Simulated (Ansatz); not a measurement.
## Response to strain in MgTe

The reference is MgTe in the zinc blende structure (space group F-43m, No. 216).

```
CELL_PARAMETERS angstrom
      0.00000     3.18405     3.18405
      3.18405     0.00000     3.18405
      3.18405     3.18405     0.00000
ATOMIC_POSITIONS crystal
  Mg 0.00000 0.00000 0.00000
  Te 0.25000 0.25000 0.25000
```

Cartesian axes are those of the cell as printed.

Strains are applied to the cell and any free atomic positions relax.

All numbers come from Ansatz (a program for electronic structure) LDA, no spin-orbit coupling.

Notes on the quantities. energy relative to the base: free energy F; pressure: mean of the normal stresses, compression positive.

```tsv
variant	energy relative to the base	shortest interatomic distance	band gap	pressure
base	0 meV/atom	275.7 pm	2.38 eV	0.01 GPa
tensor shear ε_xy = +1.14 %	+0.9 meV/atom	275.3 pm	2.30 eV	0.00 GPa
tensor shear ε_xy = +0.57 %	+0.2 meV/atom	275.5 pm	2.34 eV	0.01 GPa
tensor shear ε_xy = +2.00 %	(withheld)	275.1 pm	(withheld)	0.00 GPa
tensor shear ε_xy = +0.29 %	+0.1 meV/atom	275.6 pm	2.36 eV	0.01 GPa
tensor shear ε_xy = +1.71 %	+2.0 meV/atom	275.1 pm	2.26 eV	0.00 GPa
tensor shear ε_xy = +0.86 %	+0.5 meV/atom	275.4 pm	2.32 eV	0.01 GPa
tensor shear ε_xy = +1.43 %	+1.4 meV/atom	275.2 pm	2.28 eV	0.00 GPa
```

Task: What belongs in the blanks?

Result: 
- tensor shear ε_xy = +2.00 %, energy relative to the base: +2.8 meV/atom
- tensor shear ε_xy = +2.00 %, band gap: 2.23 eV

With Te present, leaving out spin-orbit coupling can change the band edges. Whether these cells are dynamically stable was not tested.
